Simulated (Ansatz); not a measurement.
Amorphous Ti$_{20}$O$_{42}$Hf, 63 atoms at 3.88 g/cm³, one PBE-relaxed geometry, zone centre. Methods: PBE, scalar-relativistic without spin-orbit coupling (Ansatz, a first-principles code); r2SCAN, scalar-relativistic without spin-orbit coupling (Ansatz); HSE06, scalar-relativistic without spin-orbit coupling (Ansatz). Plane waves to 420 eV (r2SCAN 500 eV); exact exchange is cut at the cell's faces. All rungs ran without spin polarisation.

A CHGNet melt-quench gave the starting glass, which DFT then relaxed. O atoms were pushed apart under 1.9 Å during the dynamics, to hinder bonds among them. The hot cell started wider than the set density and was brought back towards it in steps. It is the lowest in DFT energy of 2 quenches. It is a model cell: composition and starting density were chosen by hand, and all elements were melted together. No dispersion term was used. Its density started from a set value of 3.88 and ended at 3.88 g/cm³. Cooling (nominally 360 K/ps over its main leg) ran many orders faster than in experiment, which tends to leave more defects and strain. Values belong to this one cell and scatter from quench to quench. The volume was held where the preparation left it and the shape relaxed, at a PBE pressure of 0.5 GPa. Stress components on the final sampling reach 0.5 GPa. On a 2×2×2 Γ-centred mesh force components of up to 0.12 eV/Å stay, since the relaxation ran on the zone centre alone.

The relaxation ran on the zone centre alone. At PBE the gap is 2.74 eV on a 2×2×2 Γ-centred mesh, and the spacing at the zone centre alone 2.78 eV.

Problem. What zone-centre spacing does r2SCAN give, roughly?

Solution. 3.14 eV (+0.36 eV against PBE).

Problem. What zone-centre spacing does HSE06 give, roughly?

Solution. 4.33 eV (+1.55 eV against PBE).

The highest filled and the lowest empty state spread over these numbers of atoms (participation numbers): PBE: 24.0 and 19.4; r2SCAN: 24.1 and 18.0; HSE06: 24.1 and 19.5.
